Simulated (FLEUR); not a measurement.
## Several settings converged on the (001) slab of TiTe2 (cut from a parent of space group no. 164; 3 atoms in the cell)

```yaml
crystal:
  lattice:
    - [3.83568, 0.00000, 0.00000]
    - [-1.91784, 3.32180, 0.00000]
    - [0.00000, 0.00000, 17.37149]
  atoms:
    - { symbol: Ti, position: [0.00000, 0.00000, 0.50000] }
    - { symbol: Te, position: [0.66667, 0.33333, 0.40296] }
    - { symbol: Te, position: [0.33333, 0.66667, 0.59704] }
```

Base method: LDA (Vosko-Wilk-Nusair), all-electron FLAPW (FLEUR, film geometry), scalar-relativistic valence run with FLEUR.

Base settings: Kmax = 4.2 1/bohr; GmaxXC = 12.6 1/bohr; xcFunctional = vwn; jspins = 1; l_soc = F; mode = hist; fermiSmearingEnergy = 0.00367493 Htr; mesh (inpgen div1-3) = 5 5 1; inpgen gamma flag = false; Gmax = 12.6 1/bohr.

**The k-point mesh**

Moved along: kpt_gamma.

Only quantities that move along the ladder and can be compared are tabulated.

| kpt_div | free energy less the last step's (meV/atom) |
|---|---|
| 2 2 1 | 329.78 |
| 3 3 1 | 43.08 |
| 4 4 1 | 14.74 |
| 5 5 1 | 5.36 |
| 6 6 1 | 1.67 |
| 7 7 1 | 0.64 |
| 9 9 1 | -0.06 |
| 10 10 1 | 0.04 |
| 12 12 1 | 0.15 |
| 16 16 1 | 0.00 |

Coarsest kpt_div that holds the free energy within 2 meV/atom of the last step, with all finer ones: 6 6 1; the step before is off by 5.4 meV/atom.

**The setting dVac**

Moved along: dTilda.

The mesh stays at the base's, so the ladder's end is converged at best in this setting alone.

Only quantities that move along the ladder and can be compared are tabulated.

| dVac | free energy less the last step's (meV/atom) |
|---|---|
| 11.57 bohr | 3.04 |
| 12.07 bohr | 1.40 |
| 13.07 bohr | -0.06 |
| 14.57 bohr | -0.21 |
| 15.57 bohr | -0.13 |
| 17.57 bohr | 0.00 |

Coarsest dVac that holds the free energy within 1 meV/atom of the last step, with all finer ones: 13.07 bohr; the step before is off by 1.4 meV/atom.

On the base run: the starting cell comes from a database of computed structures (which also holds hypothetical and non-ambient phases and stackings), without a prior relaxation at this level. The slab is cut from that crystal, and its faces are unrelaxed. Its lattice was rescaled by up to half a per cent. Spin polarisation is off, so a magnetic state, if there is one, cannot be reached. Values depend on the basis (sphere radii, cutoffs, local orbitals), which need not be converged.
